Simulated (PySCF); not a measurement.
PySCF 2.14.0, B3LYP/def2-svp, df: Ta(NH)(Me)(OSiH3)2 ([CH3][Ta](=[NH])([O][SiH3])[O][SiH3]), 17 atoms. The geometry is a generated start, not checked to be a minimum at this level.

| Quantity | Value |
|---|---|
| task | energy |
| method | b3lyp |
| basis | def2-svp |
| two-electron scheme | density fitting |
| mol.max_memory | 3000 MB |
| mf.max_cycle | 100 |
| mf.conv_tol | 1e-09 (default) |
| mf.grids.level | 3 (default) |
| effective core potentials | those of the basis set, past Kr |
| basis functions | 174 |
| grid points | 216632 |

```xyz
17

Ta    -0.6445    -0.2076     0.0206
N     -2.2561    -0.9811    -0.0956
H     -3.1246    -1.4892    -0.2092
C     -1.2151     1.5590     1.3840
H     -0.9644     2.4966     0.8833
H     -0.6313     1.4933     2.3031
H     -2.2681     1.5887     1.6537
O      0.6325    -1.1410     1.1083
Si     1.7883    -2.0188     1.8148
H      2.2339    -1.2458     2.9841
H      2.8861    -2.1780     0.8460
H      1.2240    -3.3157     2.1999
O     -0.0819     0.6945    -1.5781
Si     0.4821     1.1001    -3.0339
H      1.8936     1.4838    -2.8619
H     -0.3138     2.2356    -3.5104
H      0.3593    -0.0745    -3.9089
```

Charge 0 and multiplicity 1 are set for this test and not shown to be the ground state.

With the defaults (mf.DIIS = CDIIS, mf.diis = true, mf.damp = 0, mf.diis_start_cycle = 1, mf.diis_space = 8, newton = off, mf.init_guess = minao) it converges in 13 Fock builds. One run each on 2 threads, 1 BLAS thread, with these changes:
- mf.init_guess = mod_huckel
- mf.damp = 0.7, mf.diis_start_cycle = 8
- mf.diis_space = 12
- mf.diis = false
- mf.damp = 0.3, mf.diis_start_cycle = 4
- mf.diis_space = 3
- newton = Hessian by the SCF's own integrals
- mf.diis_space = 5
- mf.DIIS = EDIIS

**Question.** Name the settings that don't reach the solution of the defaults.

**Answer.** No convergence: mf.DIIS = EDIIS; mf.diis = false (the run ends without SCF convergence in 100 cycles). The rest reach the solution of the defaults.

```json
[
 {"setting": "the defaults", "Fock builds": "13", "end": "same solution"},
 {"setting": "mf.diis_space = 12", "Fock builds": "13", "end": "same solution"},
 {"setting": "mf.damp = 0.7, mf.diis_start_cycle = 8", "Fock builds": "16", "end": "same solution"},
 {"setting": "mf.diis_space = 5", "Fock builds": "16", "end": "same solution"},
 {"setting": "mf.init_guess = mod_huckel", "Fock builds": "20", "end": "same solution"},
 {"setting": "mf.damp = 0.3, mf.diis_start_cycle = 4", "Fock builds": "22", "end": "same solution"},
 {"setting": "mf.diis_space = 3", "Fock builds": "28", "end": "same solution"},
 {"setting": "newton = Hessian by the SCF's own integrals", "Fock builds": "45", "end": "same solution"},
 {"setting": "mf.DIIS = EDIIS", "Fock builds": "101", "end": "no convergence"},
 {"setting": "mf.diis = false", "Fock builds": "101", "end": "no convergence"}
]
```

Under newton the count holds the products with the orbital Hessian.
